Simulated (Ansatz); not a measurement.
The starting structures come from a database of crystals and need not be the phases stable at ambient conditions.

The decay constant κ of evanescent states in the gap governs leakage through a thin film.

Here is the system:

```xyz
8
Lattice="7.3274 0.0000 0.0000 0.0000 9.9301 0.0000 3.6637 0.0000 3.6637" Properties=species:S:1:pos:R:3 pbc="T T T"
Cs     1.8318     2.9793     1.8318
Cs     5.4955     6.9507     1.8318
Li     5.4955     0.8190     1.8318
Li     1.8318     9.1110     1.8318
Br     1.8318     6.6126     1.8318
Br     5.4955     3.3174     1.8318
Br     0.0000     0.0000     0.0000
Br     3.6637     0.0000     0.0000
```

Space group of this cell: P4/nmm. The cell is taken as given.

Transport runs along the normal of the first two printed cell vectors, the (110) plane of the conventional cell.

The gap is the functional's own, uncorrected, and κ follows it; spin-orbit coupling is left out. Mid-gap values are interpolated between the computed energies.

Task: Predict the band gap and the smallest decay constant κ at mid-gap from r2SCAN run with Ansatz (an electronic-structure program).

Result: Gap 4.99 eV on a 8×4×8 mesh; κ = 0.328 1/Å, at the zone centre.
